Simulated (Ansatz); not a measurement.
An Ansatz (an electronic-structure program) run: Si with a change (x(Ge) = 0.25, 8 atoms, Cmcm); r2SCAN in Ansatz (plane waves to 500 eV, PAW, no spin-orbit coupling), earlier PAW set.

Input:

Ansatz 0.2 input:
```yaml
crystal:
  lattice:
    - [3.886652013, -5.4941781076, 0]
    - [3.886652013, 5.4941781076, 0]
    - [0, 0, 3.8851837973]
  atoms:
    - { symbol: Si, position: [0.0639471723, 0.4414626446, 0.25] }
    - { symbol: Ge, position: [0.0653805836, 0.9346194164, 0.75] }
    - { symbol: Si, position: [0.562442263, 0.437557737, 0.75] }
    - { symbol: Si, position: [0.5585373554, 0.9360528277, 0.25] }
    - { symbol: Si, position: [0.9360528277, 0.5585373554, 0.75] }
    - { symbol: Ge, position: [0.9346194164, 0.0653805836, 0.25] }
    - { symbol: Si, position: [0.437557737, 0.562442263, 0.25] }
    - { symbol: Si, position: [0.4414626446, 0.0639471723, 0.75] }
basis: { ecutwfc: 500, ecutrho_ratio: 4, xc_grid: 4, fft_grid_basis: typed }
kpoints: { mp_grid: { grid: [5, 5, 9] } }
hamiltonian:
  xc: r2scan
  dispersion: none
  pseudopotentials: { azcp: { folder: ./paw }, kind: paw }
scf: { occupations: { method: fermi_dirac, width: 0.05 }, convergence: { dr2_threshold: 0.0000000008 } }
output: { forces: true, stress: true }
checkpoint: { write: state.ck, write_every: 1000 }
```

Output (explanatory and most iteration lines left out):

```
Pseudopotential: Si, paw, valence charge 4
Pseudopotential: Ge, paw, valence charge 14
Crystal: 8 atoms, lattice volume = 165.928 Å³
Basis set: ecut = 500 eV, 4213 PW (Γ), exchange–correlation on 200×200×120 points (64 copies of the dense FFT grid, shifted against one another)
Bands: 34, of which v1, the nominal top of the filled ones, is band 26 counted from 1 (25 counted from 0)
Symmetry: 8 space group operations
Space group: Cmcm (ITA 63), of the structure as read, at distance tolerance 5.5e-5 Å
k-points: 45 of 225
Functional: x = r2scan, c = r2scan; τ floored in thin density (d = 2e-4 eV/Å³)
SCF iter   1: F=—  HF=-12440.011276 eV  |F-HF|=—  |Δ(HF+E_count)|=         —  Δρ=4.38e-2  dr2=2.71e0  dr2_τ=4.32e-2  ethr=3.10e-3  ⟨swp⟩=8.4  Hψ=8015  notcnv=0
SCF iter   2: F=—  HF=-12440.067077 eV  |F-HF|=—  |Δ(HF+E_count)|=   5.58e-2  Δρ=2.68e-2  dr2=1.05e0  dr2_τ=2.80e-3  ethr=3.10e-3  ⟨swp⟩=2.1  Hψ=2162  notcnv=0  defer=89
SCF 1 converged in 9 iterations: F = -12440.155801 eV  dr2 = 5.22e-11
SCF converged after 9 iterations
Free energy (F): -12440.155801 eV
Internal energy: -12440.155774 eV  (E = F + TS)
E sigma→0 (E₀):  -12440.155788 eV
Entropy (-TS):   -0.000027 eV (-0.003 meV/atom)
Fermi energy:    7.101862 eV
--- Forces (eV/Å), atoms counted from 1 ---
  atom   1  Si     0.00001353     0.00162346     0.00000000
  atom   2  Ge     0.00000000     0.00083582     0.00000000
  atom   3  Si     0.00000000     0.00177262     0.00000000
  atom   4  Si    -0.00001353     0.00162346     0.00000000
  atom   5  Si    -0.00001353    -0.00162346     0.00000000
  atom   6  Ge     0.00000000    -0.00083582     0.00000000
  atom   7  Si     0.00000000    -0.00177262     0.00000000
  atom   8  Si     0.00001353    -0.00162346     0.00000000
--- Stress (GPa, compression-positive) ---
        0.005463       0.000000       0.000000
        0.000000      -0.000688       0.000000
        0.000000       0.000000      -0.007387
  P = ⅓ Tr σ = -0.0009 GPa (-0.009 kbar)
```

Each cell is one ordered arrangement of few atoms, which overstates ordering effects compared with a random alloy. Stability against distortions was not tested. The cell was made from Si by this change: x(Ge) = 0.25, 8 atoms, Cmcm.
